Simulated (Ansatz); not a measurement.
Consider a 16-atom cell of (Au,Pd) started in the face-centred cubic structure, site fractions Au 0.250, Pd 0.750, short-range order -0.06 among the nearest mixed sites of the first mixed sublattice (0 is random, a negative value favours unlike neighbours), space group P1 at the end. Its start:

```yaml
crystal:
  lattice:
    - [4.00163, 4.00148, 4.00275]
    - [4.00347, -4.00248, 4.00190]
    - [4.00334, -4.00333, -4.00262]
  atoms:
    - { symbol: Pd, position: [0.99714, 0.75135, 0.74756] }
    - { symbol: Au, position: [0.25176, 0.99644, 0.75144] }
    - { symbol: Pd, position: [0.99726, 0.50318, 0.49906] }
    - { symbol: Pd, position: [0.50295, 0.24966, 0.75107] }
    - { symbol: Pd, position: [0.25081, 0.74866, 0.50113] }
    - { symbol: Pd, position: [0.74776, 0.50171, 0.74744] }
    - { symbol: Au, position: [0.99498, 0.25030, 0.24780] }
    - { symbol: Pd, position: [0.50353, 0.99730, 0.50179] }
    - { symbol: Au, position: [0.25146, 0.50313, 0.25176] }
    - { symbol: Pd, position: [0.74952, 0.24965, 0.50137] }
    - { symbol: Pd, position: [0.50328, 0.74866, 0.25297] }
    - { symbol: Pd, position: [0.99685, 0.00081, 0.99862] }
    - { symbol: Au, position: [0.25145, 0.25039, 0.99860] }
    - { symbol: Pd, position: [0.75067, 0.99776, 0.25102] }
    - { symbol: Pd, position: [0.50072, 0.49967, 0.99899] }
    - { symbol: Pd, position: [0.74984, 0.75133, 0.99937] }
```

The mixing enthalpy is taken against the end members in the face-centred cubic type, relaxed in the same cell and mesh.

Level of theory: PBE (plane waves to 420 eV, PAW; Ansatz, a first-principles code). No spin–orbit coupling. Its k-point mesh 6×6×6, Fermi–Dirac width 0.05 eV.

```csv
end member,weight,volume per atom (Å³)
Au,0.250,17.98
Pd,0.750,15.33
```

Problem. Predict the alloy's volume, bond lengths and mixing enthalpy.

Solution. 
```
Quantity                                                                                                Value
----------------------------------------------------------  -------------------------------------------------
volume per atom                                                                                      15.98 Å³
Pd–Pd bonds (within 1.22 times the sum of covalent radii)        2.819 Å on average, from 2.771 to 2.874 (53)
Au–Pd bonds (within 1.22 times the sum of covalent radii)        2.835 Å on average, from 2.797 to 2.890 (38)
Au–Au bonds (within 1.22 times the sum of covalent radii)         2.854 Å on average, from 2.832 to 2.874 (5)
mixing enthalpy per site of the mixed sublattice                                                      -35 meV
departure of the mean lattice parameter from Vegard's line  under 0.15 %, inside the noise of the relaxations
```
